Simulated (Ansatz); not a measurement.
N on the 1x1 (0001) surface of hcp Co, ferromagnetic, one in a 3x3 cell, energies for each (48.4 Å²). Energies are against ½ N2(g), without zero-point or thermal terms; each row is named by its start.

These are PBE (plane waves to 420 eV, PAW; Ansatz, a quantum-chemistry and plane-wave program) values and carry that method's errors.

Slab: 37 atoms, 6.0 Å thick at the start under the adsorbate (thin: gaps and levels are the slab's own); k 5x5x1, smearing 0.1 eV, dipole-corrected; 18 atoms held, the rest relaxed; each run with such symmetry as its start has; spin-polarised, no spin-orbit, no U, no dispersion correction.

A negative adsorption energy means that the adsorbate is more stable on the surface than in its reference. Heights count from the host atoms within 0.3 Å of the top one.

```csv
starting site,E_ads (eV),height (Å),nearest host atom (Å),bonded to,Δ work function (eV),lateral drift (Å),moment (μB)
top Co,(withheld),1.78,Co 1.56,Co,(withheld),0.0,59.5
hollow Co-Co-Co,-0.13,1.08,Co 1.77,3 Co,(withheld),0.0,59.1
hollow Co-Co-Co over Co at depth 2.0 Å,-0.36,(withheld),Co 1.76,3 Co,0.15,0.0,58.6
```

Task: Some entries are withheld; supply them.

Result: 
- top Co, E_ads (eV): 1.83
- top Co, Δ work function (eV): 0.40
- hollow Co-Co-Co, Δ work function (eV): 0.20
- hollow Co-Co-Co over Co at depth 2.0 Å, height (Å): 0.99
